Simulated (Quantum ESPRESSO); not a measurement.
## A series of runs on ScNiC₂ (P4/nmm, 8 atoms in the cell)

```yaml
crystal:
  lattice:
    - [3.37339, 0.00000, 0.00000]
    - [0.00000, 3.37339, 0.00000]
    - [0.00000, 0.00000, 7.25256]
  atoms:
    - { symbol: Sc, position: [0.00000, 0.50000, 0.65720] }
    - { symbol: Sc, position: [0.50000, 0.00000, 0.34280] }
    - { symbol: Ni, position: [0.00000, 0.00000, 0.00000] }
    - { symbol: Ni, position: [0.50000, 0.50000, 0.00000] }
    - { symbol: C, position: [0.00000, 0.50000, 0.16395] }
    - { symbol: C, position: [0.50000, 0.00000, 0.83605] }
    - { symbol: C, position: [0.00000, 0.50000, 0.35351] }
    - { symbol: C, position: [0.50000, 0.00000, 0.64649] }
```

Base run A: PBEsol, GBRV 1.5 ultrasoft (PBESOL) pseudopotentials in Quantum ESPRESSO, self-consistent single point.

Its settings: ecutwfc = 50 Ry; ecutrho = 400 Ry; occupations = smearing; smearing = marzari-vanderbilt; degauss = 0.0147 Ry; potentials = {Sc: sc_pbesol_v1.uspp.F.UPF, Ni: ni_pbesol_v1.4.uspp.F.UPF, C: c_pbesol_v1.2.uspp.F.UPF}; K_POINTS = automatic 7 7 3 0 0 0; conv_thr = 1e-10 Ry; mixing_beta = 0.7.

The starting cell comes from a database of computed structures (which also holds hypothetical and non-ambient phases and stackings), without a prior relaxation at this level. Spin polarisation is off. In the base run, with a pressure of about -6 GPa the cell is away from its equilibrium volume at this level.

ΔF is the free energy per atom less that of run A. 

Run A gave: pressure (GPa) -6.36; largest force (eV/Å) 0.283; TS (meV/atom) 1.2; k-points 20.

Runs:
- B: degauss, K_POINTS = 0.002205 Ry, automatic 6 6 3 0 0 0
- C: degauss, K_POINTS = 0.0073499 Ry, automatic 6 6 3 0 0 0
- D: degauss, K_POINTS = 0.02205 Ry, automatic 6 6 3 0 0 0
- E: degauss, K_POINTS = 0.002205 Ry, automatic 7 7 3 0 0 0
- F: degauss, K_POINTS = 0.0073499 Ry, automatic 7 7 3 0 0 0
- G: degauss, K_POINTS = 0.02205 Ry, automatic 7 7 3 0 0 0
- H: degauss, K_POINTS = 0.002205 Ry, automatic 8 8 4 0 0 0
- I: degauss, K_POINTS = 0.0073499 Ry, automatic 8 8 4 0 0 0
- J: degauss, K_POINTS = 0.02205 Ry, automatic 8 8 4 0 0 0
- K: degauss, K_POINTS = 0.002205 Ry, automatic 9 9 5 0 0 0
- L: degauss, K_POINTS = 0.0073499 Ry, automatic 9 9 5 0 0 0
- M: degauss, K_POINTS = 0.02205 Ry, automatic 9 9 5 0 0 0

Problem. What does run H change against A?

Solution. The free energy goes up by 2.2 meV/atom, the pressure stays near -6.36 GPa while the zz stress (positive for compression) goes from -5.55 to -5.04 GPa and the largest force goes from 0.283 to 0.229 eV/Å.

Problem. What does run J change against A?

Solution. The free energy is nearly the same (within 1 meV/atom), the pressure moves little (-6.36 to -6.35 GPa) and the largest force goes from 0.283 to 0.272 eV/Å.

| run | ΔF (meV/atom) | pressure (GPa) | largest force (eV/Å) | TS (meV/atom) | k-points |
|---|---|---|---|---|---|
| A | 0.00 | -6.36 | 0.283 | 1.2 | 20 |
| B | 2.5 | -6.24 | 0.349 | 0.0 | 20 |
| C | 2.4 | -6.28 | 0.349 | 0.4 | 20 |
| D | 1.83 | -6.33 | 0.300 | 1.3 | 20 |
| E | 0.92 | -6.38 | 0.321 | 0.0 | 20 |
| F | 0.68 | -6.37 | 0.315 | 0.6 | 20 |
| G | -0.26 | -6.39 | 0.255 | 0.0 | 20 |
| H | 2.2 | -6.36 | 0.229 | 0.0 | 45 |
| I | 1.87 | -6.36 | 0.262 | 0.7 | 45 |
| J | 0.97 | -6.35 | 0.272 | 0.8 | 45 |
| K | 0.98 | -6.33 | 0.297 | 0.1 | 45 |
| L | 0.93 | -6.34 | 0.268 | -0.3 | 45 |
| M | 1.37 | -6.34 | 0.300 | 0.7 | 45 |
